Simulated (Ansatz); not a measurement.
The starting structures come from a database of crystals and need not be the phases stable at ambient conditions.

 Where the default PAW files enter, the runs use the earlier of Ansatz's two default sets.

Tunnelling through a barrier is set by its complex band structure: the current falls as exp(−2κd) with the smallest κ.

Here is the system:

```
PdGeS3
1.0
    3.47877     0.00000     0.00000
    1.73938     7.04520    -0.01333
    0.00000     2.61676     8.55786
Ge Pd S
2 2 6
Direct
  0.08627   0.82746   0.31371
  0.91373   0.17254   0.68629
  0.38562   0.22875   0.02806
  0.61438   0.77125   0.97194
  0.63056   0.73889   0.47788
  0.36944   0.26111   0.52212
  0.17923   0.64154   0.14709
  0.82077   0.35846   0.85291
  0.92039   0.15921   0.20986
  0.07961   0.84079   0.79014
```

Space group of this cell: C2/m. The cell was relaxed by PBE-D3(BJ).

Transport runs along the normal of the first two printed cell vectors.

The gap is the functional's own, uncorrected, and κ follows it; spin-orbit coupling is left out. Mid-gap values are interpolated between the computed energies.

Task: Predict the band gap and the smallest decay constant κ at mid-gap from Ansatz (a program for electronic structure) with r2SCAN.

Result: Gap 1.31 eV on a 10×10×4 mesh; κ = 0.218 1/Å, at (0.200, 0.000) of the in-plane reciprocal vectors. At the zone centre, at the nearest computed energy, the slowest state has κ = 0.22 1/Å.
